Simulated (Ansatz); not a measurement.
Band-edge transport in semiconductors and insulators: MgS (Fm-3m) under several functionals (Ansatz, an electronic-structure program, with spin-orbit coupling). The PBE cell:

```
CELL_PARAMETERS angstrom
      0.00000     2.61486     2.61486
      2.61486     0.00000     2.61486
      2.61486     2.61486     0.00000
ATOMIC_POSITIONS crystal
  Mg 0.00000 0.00000 0.00000
  S  0.50000 0.50000 0.50000
```

```json
[
 {"Functional": "PBE", "cell relaxed with": "PBE", "volume (Å³/atom)": "17.88", "band gap": "2.73 eV", "electron conductivity mass": "0.36 mₑ", "hole conductivity mass": "1.25 mₑ", "Seebeck coefficient, n-type 1e19 cm⁻³": "-262 μV/K"},
 {"Functional": "PBEsol", "cell relaxed with": "PBEsol", "volume (Å³/atom)": "17.39", "band gap": "2.70 eV", "electron conductivity mass": "0.35 mₑ", "hole conductivity mass": "1.19 mₑ", "Seebeck coefficient, n-type 1e19 cm⁻³": "-261 μV/K"},
 {"Functional": "r2SCAN", "cell relaxed with": "r2SCAN", "volume (Å³/atom)": "17.61", "band gap": "3.43 eV", "electron conductivity mass": "0.37 mₑ", "hole conductivity mass": "1.22 mₑ", "Seebeck coefficient, n-type 1e19 cm⁻³": "-265 μV/K"},
 {"Functional": "HSE06", "cell relaxed with": "PBEsol", "volume (Å³/atom)": "17.39", "band gap": "3.80 eV", "electron conductivity mass": "0.35 mₑ", "hole conductivity mass": "1.13 mₑ", "Seebeck coefficient, n-type 1e19 cm⁻³": "-258 μV/K"}
]
```

For the band gap, PBE gives 2.73 eV and HSE06 3.80 eV: PBE lies 28 % below.

Masses are for dilute carriers at 300 K, harmonic means over directions unless an axis is named. Seebeck coefficients are for the stated density at 300 K, with one relaxation time for all states and whether or not that doping can be reached.
